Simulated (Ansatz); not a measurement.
Results of r²SCAN+rVV10 in Ansatz (plane waves, PAW) for C (model structure, started from the Si type, Ia-3, No. 206, 8 atoms in the cell).

Numerical settings: plane-wave cutoff 560 eV, 14×14×14 k mesh, Fermi–Dirac smearing 0.05 eV, scalar-relativistic PAW data made under PBE.

Cell (relaxed at this level):

Space group Ia-3 (No. 206); a = b = c = 4.4652 Å, α = β = γ = 90.00°

```
atom  site  symmetry       x       y       z
----  ----  --------  ------  ------  ------
C      16c       .3.  0.0936  0.0936  0.0936
```
(The calculation used a cell of 8 atoms; values per cell refer to that cell.)

**Question.** Give the computed band gap and direct gap at Γ.

**Answer.** 
band gap: 2.68 eV (direct)
direct gap at Γ: 7.69 eV

Note: the relaxation could raise the start's symmetry but not lower it, so the cell can be a saddle point.

Computed values are for the static lattice.

The result took roughly 25 core-seconds.

A model structure was made by putting elements into a prototype or built by hand; it is no filed structure, need not be a known phase, and can be a saddle point held by its symmetry.

Ansatz is a quantum-chemistry and plane-wave program.
